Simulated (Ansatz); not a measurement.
System: Ta₂SiN (model structure, started from the MAX type, P6₃/mmc, No. 194, 8 atoms in the cell). Method: LDA in Ansatz (plane waves, PAW).

Numerical settings: plane-wave cutoff 520 eV, 24×24×4 k mesh (along the axes of the cell as run), Fermi–Dirac smearing 0.05 eV, scalar-relativistic PAW data made under PBE.

Cell (relaxed at this level):

```yaml
crystal:
  lattice:
    - [3.17300, 0.00000, 0.00000]
    - [-1.58650, 2.74790, 0.00000]
    - [0.00000, 0.00000, 12.00042]
  atoms:
    - { symbol: Si, position: [0.33333, 0.66667, 0.75000] }
    - { symbol: Si, position: [0.66667, 0.33333, 0.25000] }
    - { symbol: Ta, position: [0.33333, 0.66667, 0.09487] }
    - { symbol: Ta, position: [0.66667, 0.33333, 0.59487] }
    - { symbol: Ta, position: [0.66667, 0.33333, 0.90513] }
    - { symbol: Ta, position: [0.33333, 0.66667, 0.40513] }
    - { symbol: N, position: [0.00000, 0.00000, 0.00000] }
    - { symbol: N, position: [0.00000, 0.00000, 0.50000] }
```

Task: Estimate the bulk modulus B0 that the calculation returns.

Result: 
* **bulk modulus B0**: 253 GPa

The run finds no gap.

Note: the bulk modulus is −V dP/dV from two relaxed cells at ±2 % in volume; the relaxation could raise the start's symmetry but not lower it, so the cell can be a saddle point.

Spin–orbit coupling is not included; it can open a gap where bands touch, and shift volumes and moduli.

A model structure was made by putting elements into a prototype or built by hand; it is no filed structure, need not be a known phase, and can be a saddle point held by its symmetry.

Ansatz is a first-principles code.
